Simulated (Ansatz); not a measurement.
# Response to strain in ZrB2

Consider ZrB2 (space group P6/mmm, No. 191; a = 3.1714 Å, c = 3.5418 Å; relaxed with 0.1 eV smearing). Axes: x lies along a and z along c of the hexagonal cell.

Strains are applied to the cell and any free atomic positions relax; under biaxial strain the out-of-plane vector relaxes too.

Computed with plane-wave PAW DFT at the PBE level (Ansatz, a first-principles code, 420 eV), no spin-orbit coupling.

Notes on the quantities. in-plane stress: mean in-plane stress (compression positive).

```tsv
change	in-plane stress	volume per atom
base	–	10.28 Å³
biaxial strain −3.00 %, plane normal [001], relaxed out of plane	+18.3 GPa	9.84 Å³
biaxial strain −2.00 %, plane normal [001], relaxed out of plane	+11.8 GPa	9.99 Å³
biaxial strain −1.50 %, plane normal [001], relaxed out of plane	+8.7 GPa	10.06 Å³
biaxial strain −1.00 %, plane normal [001], relaxed out of plane	+5.7 GPa	?
biaxial strain −0.50 %, plane normal [001], relaxed out of plane	+2.8 GPa	?
biaxial strain +0.50 %, plane normal [001], relaxed out of plane	-2.7 GPa	10.36 Å³
biaxial strain +1.00 %, plane normal [001], relaxed out of plane	-5.3 GPa	10.43 Å³
biaxial strain +2.50 %, plane normal [001], relaxed out of plane	-12.6 GPa	?
biaxial strain +3.00 %, plane normal [001], relaxed out of plane	-14.8 GPa	10.73 Å³
```

### Question
Complete the table.

### Answer

- biaxial strain −1.00 %, plane normal [001], relaxed out of plane, volume per atom: 10.14 Å³
- biaxial strain −0.50 %, plane normal [001], relaxed out of plane, volume per atom: 10.21 Å³
- biaxial strain +2.50 %, plane normal [001], relaxed out of plane, volume per atom: 10.66 Å³

Whether these cells are dynamically stable was not tested. All final runs are without spin polarisation.
